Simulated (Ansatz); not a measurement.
Fluorite PbF₂ (high-temperature phase) was calculated with LC-ωPBE in Ansatz (PAW).

Numerical settings: plane-wave cutoff 520 eV, 6×6×6 k mesh, scalar-relativistic PAW data made under PBE.

Computed at the level's own relaxed cell.

Hill averages of the elastic tensor: K = 72.8 GPa, G = 25.6 GPa. Volume 17.490 Å³/atom, mean atomic mass 81.732 u.

Question: Work out the density, the sound velocities of a polycrystal and the elastic Debye temperature at this level.

Answer: ρ = 1.66054 × 81.732/17.490 = 7.760 g/cm³. v_l = √[(K + 4G/3)/ρ] = 3.712 km/s and v_t = √(G/ρ) = 1.816 km/s. The mean follows from 3/v_m³ = 1/v_l³ + 2/v_t³: v_m = 2.040 km/s. Θ_D = (ħ/k_B) v_m (6π²/V)^(1/3) = 76.38 K Å s/km × 2.040 × 1.5016 Å⁻¹ = 234 K, counting all atoms of the cell.

Ansatz is a quantum-chemistry and plane-wave program.
